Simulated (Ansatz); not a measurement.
NbAs (model structure, started from the NbAs type, I4₁md, No. 109, 4 atoms in the cell): properties by level of theory

| level (code) | lattice constant a (Å) | lattice parameter c (Å) |
|---|---|---|
| PBE (Ansatz) | 3.474 | 11.749 |
| PBEsol (Ansatz) | 3.440 | 11.591 |
| PBE-D3(BJ) (Ansatz) | 3.440 | 11.557 |

Ansatz's density-functional and Hartree–Fock values are scalar-relativistic unless marked +SOC, with PAW data made under PBE.

A model structure was made by putting elements into a prototype or built by hand; it is no filed structure, need not be a known phase, and can be a saddle point held by its symmetry.

Ansatz is a quantum-chemistry and plane-wave program.
